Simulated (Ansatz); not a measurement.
## What As → C does to GaAs

Consider GaAs in the zinc blende structure (space group F-43m, No. 216; a = 5.746 Å).

Perturbation: C takes the place of As on all its sites; the structure is relaxed again.

Method: PBE (Ansatz, a program for electronic structure), no spin-orbit coupling, earlier PAW set. Γ-centred 17×17×17 mesh, Fermi–Dirac width 0.05 eV, for the changed cell.

The volume per atom drops by 10.789 Å³ (23.71 Å³ → 12.93 Å³) and the density goes up by 0.19 g/cm³, from 5.06 g/cm³ to 5.25 g/cm³. The lattice parameter a falls by 1.052 Å to 4.694 Å and the space group remains F-43m (No. 216). The shortest interatomic distance decreases by 0.456 Å (2.488 Å → 2.032 Å) and the band gap becomes zero (base: 0.16 eV).

Final structure:

```yaml
crystal:
  lattice:
    - [0.00000, 2.34683, 2.34683]
    - [2.34683, 0.00000, 2.34683]
    - [2.34683, 2.34683, 0.00000]
  atoms:
    - { symbol: C, position: [0.25000, 0.25000, 0.25000] }
    - { symbol: Ga, position: [0.00000, 0.00000, 0.00000] }
```

Cost of the whole job for the changed cell (relaxation, final SCF and bands): very roughly 40 core-seconds.

Stability against distortions was not tested. As relaxed here, GaC is a hypothetical phase, not in the database extracts checked. All final runs are without spin polarisation. An odd electron count without spin: GaC. The zero or small gap of GaAs can change with the level of theory.
